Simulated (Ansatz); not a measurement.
Given:

End structure of H on the 1x1 (111) surface of fcc Pt, one in a 1x1 cell, started at the site 'top Pt':

```
CELL_PARAMETERS angstrom
      2.80721     0.00000     0.00000
     -1.40361     2.43112     0.00000
      0.00000     0.00000    26.00000
ATOMIC_POSITIONS crystal
  Pt 0.33333 0.66667 0.36788
  Pt 0.66667 0.33333 0.45641
  Pt 0.00000 0.00000 0.54506
  Pt 0.33333 0.66667 0.63612
  H  0.33333 0.66667 0.69591
```

Set-up: 5 atoms, 6.9 Å thick at the start under the adsorbate (thin: gaps and levels are the slab's own); mesh 12x12x1; 0.1 eV smearing; dipole correction on; 2 atoms held, the rest relaxed; start symmetry kept, larger cells not searched; no spin, no spin-orbit, no U, no dispersion correction. At the end it is bonded to Pt. In PBE this state lies 0.03 eV over the lowest of the starts that converged ('hollow Pt-Pt-Pt over Pt at depth 4.6 Å').

A negative adsorption energy means that the adsorbate is more stable on the surface than in its reference.

Question: Give the change of the work function at the level PBE (Ansatz, a quantum-chemistry and plane-wave program).

Answer: -0.68 eV

Question: Give the work function of the top face at the level PBE.

Answer: 5.00 eV

Question: Estimate the adsorption energy against ½ H2(g) that PBE returns for this input.

Answer: -0.35 eV

Question: Estimate the change of the step from the bottom to the top vacuum level, against the clean slab that PBE returns for this input.

Answer: -0.71 eV
